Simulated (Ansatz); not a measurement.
Where the default PAW files enter, the runs use the earlier of Ansatz's two default sets.

By PBEsol, the system below comes out a metal.

A figure of merit of an interconnect metal is its ballistic conductance per area.

Data:

```
VN
1.0
    2.91677     0.00000     0.00000
    0.00000     4.12493     0.00000
    1.45838     2.06246     1.45838
V N
1 1
Cartesian
  0.00000   0.00000   0.00000
  0.00000   2.06246   0.00000
```

Space group of this cell: Fm-3m, rock salt. The cell is taken as given; by PBEsol its mean pressure is -11.9 GPa.

The current flows along the normal of the first two printed cell vectors, the (110) plane of the conventional cell. No spin-orbit coupling; the value is a mean over 0.1 eV about the Fermi level.

Question: Predict the ballistic conductance per area from PBEsol run with Ansatz (a quantum-chemistry and plane-wave program).

Answer: 1.8 × 10¹⁵ S/m² for both spins.
